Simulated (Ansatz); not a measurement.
Take SiC in the zinc blende structure (space group F-43m, No. 216; a = 4.356 Å) as the base. Axes: x, y, z lie along the cube axes.

The values are results of plane-wave PAW DFT at the r2SCAN level (Ansatz, a first-principles code, 500 eV), no SOC, not measurements.

For the base:

```
Property                            Result
-------------------  ---------------------
Valley order         X along ⟨100⟩ 1.71 eV
Smallest direct gap                5.05 eV
```

The change: uniaxial strain ε_zz = +2.00 %, all other strain components held at zero, atoms relaxed at fixed cell.

### Question
Estimate the effect on the valley order.

### Answer
The valley order (the lowest conduction-band minima on the path, energy above the VBM, named in the base's zone) changes from X along ⟨100⟩ 1.71 eV to X along [010] 1.62 eV; X along [001] 1.80 eV.

### Question
What does the calculation give for the smallest direct gap after the change?

### Answer
The smallest direct gap shrinks by 0.05 eV to 5.00 eV.

Stability against distortions was not tested.
